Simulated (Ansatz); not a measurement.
## W under a change: isotropic strain +0.77 %

The reference is W in the fcc (Cu type) structure (space group Fm-3m, No. 225; a = 3.9988 Å; relaxed with 0.1 eV smearing).

Now apply this change: every lattice vector is stretched by 0.77 %, atoms relaxed at fixed cell.

Computed with DFT with PBEsol, PAW potentials and a 420 eV plane-wave cutoff in Ansatz (an electronic-structure program), scalar-relativistic without spin-orbit coupling. k-mesh 28×28×28 (Γ-centred); smearing 0.1 eV (Fermi–Dirac).

- Volume per atom: 16.36 Å³ (base 15.99 Å³)
- Space group: Fm-3m (No. 225) (base Fm-3m (No. 225))
- Energy relative to the base (free energy F): +7.8 meV/atom
- Band gap: zero (base zero)

Whether these cells are dynamically stable was not tested. The final runs are not spin-polarised. This is not the structure that W has at room temperature and ambient pressure.
